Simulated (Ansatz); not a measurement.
Subject: the formation energy of Cl_Mo in Mo (bcc, Im-3m). Reaction: 63 Mo (bcc) + 1/2 Cl2 (gas) → cell A.

Cell A: a supercell of 64 sites of Mo (bcc, Im-3m) with Cl on a Mo site (5 Mo at 2.48–2.78 Å); spin state with PBE: run without spin, k-point mesh 4×4×4.
```
Mo63Cl
1.0
   10.95032     0.00000     0.00000
   -3.65011    10.32406     0.00000
   -3.65011    -5.16203     8.94090
Mo Cl
63 1
Direct
  0.00166   0.00145   0.00145
  0.99885   0.99826   0.24898
  0.00000   0.99966   0.49966
  0.00044   0.99981   0.75014
  0.99885   0.24898   0.99826
  0.00051   0.25037   0.25037
  0.99956   0.24970   0.49936
  0.00000   0.24931   0.74931
  0.00000   0.49966   0.99966
  0.99956   0.49936   0.24970
  0.99834   0.49980   0.49980
  0.00115   0.49941   0.75013
  0.00044   0.75014   0.99981
  0.00000   0.74931   0.24931
  0.00115   0.75013   0.49941
  0.99949   0.74986   0.74986
  0.25008   0.99944   0.99944
  0.25027   0.99996   0.24969
  0.24928   0.99826   0.49941
  0.25006   0.99948   0.74954
  0.25027   0.24969   0.99996
  0.24759   0.24806   0.24806
  0.24657   0.24349   0.49692
  0.25033   0.24970   0.75014
  0.24928   0.49941   0.99826
  0.24657   0.49692   0.24349
  0.25049   0.49860   0.49860
  0.24999   0.49934   0.74935
  0.25006   0.74954   0.99948
  0.25033   0.75014   0.24970
  0.24999   0.74935   0.49934
  0.24907   0.74963   0.74963
  0.50000   0.00101   0.00101
  0.50000   0.99944   0.24936
  0.50000   0.00145   0.49980
  0.50000   0.00056   0.74963
  0.50000   0.24936   0.99944
  0.50000   0.25146   0.25146
  0.50000   0.24806   0.50046
  0.50000   0.25037   0.74986
  0.50000   0.49980   0.00145
  0.50000   0.50046   0.24806
  0.50000   0.49860   0.74811
  0.50000   0.74963   0.00056
  0.50000   0.74986   0.25037
  0.50000   0.74811   0.49860
  0.50000   0.75752   0.75752
  0.75093   0.00056   0.00056
  0.74994   0.99948   0.24942
  0.74967   0.99981   0.49936
  0.75001   0.99936   0.74935
  0.74994   0.24942   0.99948
  0.74992   0.24936   0.24936
  0.74973   0.24969   0.49942
  0.75072   0.24898   0.75013
  0.74967   0.49936   0.99981
  0.74973   0.49942   0.24969
  0.75241   0.50046   0.50046
  0.75343   0.49692   0.75035
  0.75001   0.74935   0.99936
  0.75072   0.75013   0.24898
  0.75343   0.75035   0.49692
  0.74951   0.74811   0.74811
  0.50000   0.53731   0.53731
```

Reference: Mo (bcc, Im-3m), 64 atoms in the cell, the relaxed perfect crystal repeated, atoms not moved again; spin state with PBE: run without spin, k-point mesh 4×4×4 on the run's own vectors.

Reference: an isolated Cl2 molecule (singlet) in a box of 11 × 11 × 14 Å.

Plane-wave PAW calculations with Ansatz (a first-principles code), its default PAW set, cutoff 420 eV, 500 eV for r2SCAN. The structures are at rest with PBE, within the held lattices; other levels are single points on them. Neutral cells; Fermi-Dirac smearing of at most 0.10 eV in the solids, energies taken to zero width. The lattices are those relaxed with PBE, so at other levels the solids can be strained, which adds to the spread. Larger cells are relaxed from a start prepared with the learned potential CHGNet, on a coarser mesh till forces fall under 0.03 eV/Å, which some starts already meet. A dispersion term (D3(BJ), or D4 for r2SCAN) was computed beside these levels and is taken off wherever the name lacks it. Static lattices, no vibrational contributions. Cells are local rest points, mostly with their start's symmetry. The d electrons get no Hubbard U. No correction for cell size. Mesh and cell size may move defect energies by 0.1 eV or more. Cell A has symmetry I4mm within 0.02 Å and got no random move, so less symmetric positions, which may lie lower, weren't tried.

Problem. What value does r2SCAN give?

Solution. 3.31 eV, for 63 Mo (bcc) + 1/2 Cl2 (gas) → cell A.

Problem. List the value at the remaining levels and say how far they part.

Solution. 
```tsv
Functional	value (eV)	less r2SCAN
PBE	3.13	-0.18
```

The levels shown span 0.18 eV, from PBE (3.13) to r2SCAN (3.31).
